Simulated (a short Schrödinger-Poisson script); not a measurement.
# MOS inversion layer, SiO2 on p-type Si(100)

Stack: MOS inversion layer, SiO2 on p-type Si(100), at 300 K.

| layer | material | thickness (nm) | Na (cm⁻³) |
|---|---|---|---|
| 1 | SiO2 | 3.8 | - |
| 2 | Si | 330 | 4.2e17 |

The device is made up for the run: typed textbook-type constants, with dimensions and the other settings drawn at random. SiO2: permittivity 3.9, conduction-band edge (eV) 3.15, gap (eV) 9, electron mass (mₑ) 0.5. Si: permittivity 11.7, conduction-band edge (eV) 0, gap (eV) 1.124, Nv at 300 K (cm⁻³) 3.1e19.

Channel valleys (confinement mass, in-plane density-of-states mass, number): Δ2 0.916, 0.19, 2; Δ4 0.19, 0.417, 4. At the gate the conduction-band edge of layer 1 lies 3.37 eV − eVg above the Fermi level of the channel; the field vanishes at the back. Gaps are held at their typed values at every temperature. Mesh 0.03 nm at interfaces.

Solved with a short Schrödinger-Poisson script written for these runs: 1D Poisson equation in equilibrium, electrons quantum, Hartree (BenDaniel-Duke, 12 states a valley, the channel's in-plane mass for all, wave functions free to enter the dielectric), parabolic valleys, classical holes, full ionisation, no traps, pinning or gate leakage.

```
Vg (V)  electrons (cm⁻²)  C (μF/cm²)  Δ2 E0 (meV)  Δ2 E1 (meV)  Δ4 E0 (meV)  Δ4 E1 (meV)
------  ----------------  ----------  -----------  -----------  -----------  -----------
0.3               1.36e7       0.177        343.8        400.7        387.1        480.7
0.45              1.22e9       0.171        226.4        286.6        272.0        371.3
0.6              7.59e10       0.364        118.4        181.7        166.1        270.5
0.75             5.23e11       0.655         66.8        133.6        117.1        224.9
0.9              1.16e12       0.735         44.2        114.7         97.1        207.6
1.05             1.86e12       0.767         30.0        104.1         85.5        198.3
1.2              2.58e12       0.785         19.5         97.0         77.5        192.4
1.35             3.31e12       0.796         11.0         91.7         71.3        188.1
1.5              4.06e12       0.804          3.8         87.6         66.3        184.9
1.65             4.82e12       0.811         -2.6         84.3         62.0        182.3
1.8              5.58e12       0.815         -8.4         81.5         58.3        180.2
1.95             6.34e12       0.820        -13.7         79.1         54.9        178.5
2.1              7.11e12       0.823        -18.7         77.0         51.9        177.0
2.25             7.88e12       0.826        -23.4         75.1         49.1        175.8
2.4              8.65e12       0.828        -27.8         73.4         46.5        174.7
2.55             9.43e12       0.831        -32.0         71.9         44.1        173.7
2.7              1.02e13       0.833        -36.1         70.6         41.8        172.8
2.85             1.10e13       0.835        -40.0         69.3         39.6        172.1
3                1.18e13       0.836        -43.7         68.2         37.5        171.4
3.15             1.26e13       0.838        -47.4         67.1         35.4        170.8
3.3              1.33e13       0.839        -51.0         66.2         33.5            -
```

Subbands count from the Fermi level; a dash marks a level above the dielectric's band edge.
